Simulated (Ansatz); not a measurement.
A working Ansatz (a quantum-chemistry and plane-wave program) input for a (110) slab of Si2Mo (cut from a parent of space group no. 139; 24 atoms in the cell) (DFT, LDA (PW92), plane waves, default PAW files made with PBE):

Ansatz 0.2 input:
```yaml
# MoSi2
crystal:
  lattice:
    - [4.52548300, 0.00000000, 0.00000000]
    - [0.00000000, 7.86100000, 0.00000000]
    - [0.00000000, 0.00000000, 18.78820000]
  atoms:
    - { symbol: Si, position: [0.90909100, 0.66700000, 0.31934900] }
    - { symbol: Si, position: [0.40909100, 0.83300000, 0.31934900] }
    - { symbol: Si, position: [0.40909100, 0.16700000, 0.31934900] }
    - { symbol: Si, position: [0.90909100, 0.33300000, 0.31934900] }
    - { symbol: Si, position: [0.40909100, 0.66700000, 0.43978100] }
    - { symbol: Si, position: [0.90909100, 0.83300000, 0.43978100] }
    - { symbol: Si, position: [0.90909100, 0.16700000, 0.43978100] }
    - { symbol: Si, position: [0.40909100, 0.33300000, 0.43978100] }
    - { symbol: Si, position: [0.90909100, 0.66700000, 0.56021900] }
    - { symbol: Si, position: [0.40909100, 0.83300000, 0.56021900] }
    - { symbol: Si, position: [0.40909100, 0.16700000, 0.56021900] }
    - { symbol: Si, position: [0.90909100, 0.33300000, 0.56021900] }
    - { symbol: Si, position: [0.40909100, 0.66700000, 0.68065100] }
    - { symbol: Si, position: [0.90909100, 0.83300000, 0.68065100] }
    - { symbol: Si, position: [0.90909100, 0.16700000, 0.68065100] }
    - { symbol: Si, position: [0.40909100, 0.33300000, 0.68065100] }
    - { symbol: Mo, position: [0.90909100, 0.00000000, 0.31934900] }
    - { symbol: Mo, position: [0.40909100, 0.50000000, 0.31934900] }
    - { symbol: Mo, position: [0.40909100, 0.00000000, 0.43978100] }
    - { symbol: Mo, position: [0.90909100, 0.50000000, 0.43978100] }
    - { symbol: Mo, position: [0.90909100, 0.00000000, 0.56021900] }
    - { symbol: Mo, position: [0.40909100, 0.50000000, 0.56021900] }
    - { symbol: Mo, position: [0.40909100, 0.00000000, 0.68065100] }
    - { symbol: Mo, position: [0.90909100, 0.50000000, 0.68065100] }
kpoints:
  mp_grid: { grid: [3, 2, 1] }
hamiltonian:
  xc: lda
  pseudopotentials: { kind: paw }
scf:
  occupations: { method: cold, width: 0.136 }
output:
  forces: true
  eigenvalues: true
  stress: true
```

The run converged in 11 iterations: free energy E − TS (on the zero of these files) -48483.7511 eV; Fermi level (on the code's own zero) 5.36 eV; pressure averaged over the cell with its vacuum -5.53 GPa; largest force (vector length) 1.957 eV/Å. Each of these slips is then made, one at a time:

(1)
```diff
-  xc: lda
+  xc: PBE96
```

(2)
```diff
+efield:
+  axis: 1
+  dipole_correction: true
-  stress: true
```

### Question
What happens in each case?

### Answer

(1) A value that the program does not know. The program stopped before any SCF iteration.
```
Error: YAML parse error: error: line 35 column 7: hamiltonian.xc: unknown variant `PBE96`, expected one of `lda`, `lda-pw`, `pw92`, `pbe`, `pbesol`, `rpbe`, `revpbe`, `blyp`, `pbe0`, `revpbe0`, `b3lyp`, `b3lyp5`, `hse06`, `wpbeh`, `hiss`, `lc_wpbe`, `cam_b3lyp`, `hf`, `r2scan`, `r2scanh`, `r2scan0`, `r2scan50`, `mr2scan`
  --> <input>:35:7
   |
33  [...]
```

(2) A dipole correction along a periodic direction. The run converged in 11 iterations, and against the sound input the free energy stays essentially unchanged (within 1 meV/atom) and the largest force hardly changes (1.957 to 1.960 eV/Å).

The starting cell comes from a database of published, mostly measured structures (it also holds non-ambient and calculated ones), without a prior relaxation at this level. The slab is cut from that crystal, and its faces are unrelaxed. Spin polarisation is off. In the base run, forces exceed 1 eV/Å. Without a gap this mesh is coarse (it stands for a supercell whose shortest in-plane vector is 14 Å).

Left out of this page: 1 run of the series stopped by limits of time or memory; 3 runs of the series outside the window shown, repeating another row's setting, or not comparable.
